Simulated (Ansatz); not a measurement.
Take ScF3 in the ReO3 type structure (space group Pm-3m, No. 221; a = 4.020 Å) as the base.

The values are results of plane-wave PAW DFT at the PBEsol level (Ansatz, a first-principles code, 420 eV), spin-orbit coupling left out, not measurements.

For the base:

| Quantity | Result |
|---|---|
| Gap between the host's bands | 6.26 eV |
| Gap character | indirect, R → Γ |

One thing is altered: 0.130 holes added to each cell, a density of 2.0×10^21 cm⁻³, with a uniform compensating background at fixed cell and a 300 K Fermi–Dirac width.

Estimate the effect on the gap between the host's bands, Fermi level from band edge and gap character.

The gap between the host's bands rises by 0.11 eV, from 6.26 eV to 6.37 eV; the Fermi level relative to the doped band's edge (positive inside the band; to 0.05 eV) comes out as 0.00 eV; the gap character is still indirect, R → Γ.

Charged cell with a jellium background: band edges are those of the host's band count, energies are not comparable with the neutral cell, and many-body gap narrowing is missing. Stability against distortions was not tested. The base started in R32 and relaxed to Pm-3m at this level. All final runs are without spin polarisation.
